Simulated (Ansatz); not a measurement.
# Point defects in SiC

Start from a 16-atom supercell of SiC in the wurtzite structure (space group P6_3mc, No. 186; a = 3.092 Å, c = 5.074 Å) at its relaxed geometry.

One neutral defect a cell, atoms relaxed at fixed cell.

The values are results of Ansatz (a program for electronic structure) PBE, spin-orbit coupling left out, not measurements.

```tsv
change	largest displacement of a host atom from its site in the perfect cell	pressure
perfect supercell	–	0.0 GPa
Mg on a Si site	0.24 Å	8.8 GPa
C interstitial (started 1.98 Å from the nearest host atom)	0.65 Å	13.2 GPa
C vacancy	0.05 Å	-0.5 GPa
Si interstitial (started 1.90 Å from the nearest host atom), symmetric start	0.19 Å	18.6 GPa
```

Other magnetic orders, which the real material may have, were not ruled out. In so small a cell the defect repeats every few ångströms: this is an ordered compound, not a dilute defect. A case with no gap was solved on a k-mesh chosen for an insulator, which is coarse for it. Defects with a symmetric start kept the site's symmetry and may sit on a saddle; the others started slightly shaken. Seeded moments were not kept for C interstitial (started 1.98 Å from the nearest host atom), C vacancy and Si interstitial (started 1.90 Å from the nearest host atom).
